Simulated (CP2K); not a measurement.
Band structure of AgAu (R-3m, 2 atoms in the cell).

```
AgAu
1.0
    4.91769     0.00000     0.00000
    4.08887     2.73218     0.00000
    4.08887     1.24038     2.43439
Ag Au
1 1
Cartesian
  0.00000   0.00000   0.00000
  6.54772   1.98628   1.21720
```

Computed with CP2K with PBEsol, GPW, DZVP-MOLOPT-SR-GTH basis, GTH-PBE potentials (GTH_POTENTIALS).

Settings: CUTOFF = 500 Ry; REL_CUTOFF = 50 Ry; SMEAR/METHOD = FERMI_DIRAC; ELECTRONIC_TEMPERATURE = 1160.45 K; KPOINTS/SCHEME = MONKHORST-PACK 9 9 9; XC_FUNCTIONAL = PBE:PBESOL; Ag/BASIS_SET = DZVP-MOLOPT-SR-GTH; Ag/POTENTIAL = GTH-PBE-q11; Au/BASIS_SET = DZVP-MOLOPT-SR-GTH; Au/POTENTIAL = GTH-PBE-q11; METHOD = GPW; EPS_DEFAULT = 1e-10; EXTRAPOLATION = USE_GUESS; NGRIDS = 5.

The starting cell comes from a database of computed structures (which also holds hypothetical and non-ambient phases and stackings), without a prior relaxation at this level. Its lattice was rescaled by a random factor within 2.5 % of one. Spin-orbit coupling is off. Values carry the incompleteness of an atom-centred basis. The potentials were made for another functional than the one used.

Levels in eV from the Fermi level, bands 8 to 13:
```csv
point,8,9,10,11,12,13
Γ,-3.68,-3.68,-2.45,-2.45,-0.91,3.73
L,-3.66,-3.01,-1.94,0.72,1.21,6.04
Z,-4.66,-3.82,-3.82,-3.12,-3.12,11.90
F,-2.44,-2.14,-1.90,-0.98,1.17,3.31
P1,-2.67,-2.65,-1.96,-0.04,0.54,3.43
P,-2.67,-2.65,-1.96,-0.04,0.54,3.43
```

Bands cross the Fermi level along this path, so the cell is metallic at this level.

Higher empty bands are left out: an atom-centred basis made for the valence describes them poorly.
